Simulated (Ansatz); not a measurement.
Input:

End structure of the (11-20) surface of hexagonal WC in its 1x1 cell (cut with top plane C + W, bottom plane C + W), outermost plane spacing 1.46 Å in the ideal cut:

```yaml
crystal:
  lattice:
    - [2.84672, 0.00000, 0.00000]
    - [0.00000, 5.06115, 0.00000]
    - [0.00000, 0.00000, 26.50000]
  atoms:
    - { symbol: C, position: [0.50000, 0.80834, 0.31300] }
    - { symbol: W, position: [0.00000, 0.51899, 0.31095] }
    - { symbol: C, position: [0.50000, 0.33182, 0.36205] }
    - { symbol: W, position: [0.00000, 0.00088, 0.36176] }
    - { symbol: C, position: [0.50000, 0.83518, 0.41748] }
    - { symbol: W, position: [0.00000, 0.50113, 0.41756] }
    - { symbol: C, position: [0.50000, 0.33482, 0.47266] }
    - { symbol: W, position: [0.00000, 0.00218, 0.47227] }
    - { symbol: C, position: [0.50000, 0.83482, 0.52734] }
    - { symbol: W, position: [0.00000, 0.50218, 0.52773] }
    - { symbol: C, position: [0.50000, 0.33518, 0.58252] }
    - { symbol: W, position: [0.00000, 0.00113, 0.58244] }
    - { symbol: C, position: [0.50000, 0.83182, 0.63795] }
    - { symbol: W, position: [0.00000, 0.50088, 0.63824] }
    - { symbol: C, position: [0.50000, 0.30834, 0.68700] }
    - { symbol: W, position: [0.00000, 0.01899, 0.68905] }
```

Set-up: 16 atoms, C8W8, 10.2 Å thick at the start (thin: gaps and levels are the slab's own); mesh 13x8x1; 0.1 eV smearing; dipole correction on; all atoms relaxed; start symmetry kept, larger cells not searched; no spin, no spin-orbit, no U.

**Question.** What is the computed work function of the top face (PBE (Ansatz, a quantum-chemistry and plane-wave program))?

**Answer.** 4.67 eV

**Question.** Estimate the surface energy (mean of both faces) that PBE returns for this input.

**Answer.** 3.76 J/m^2
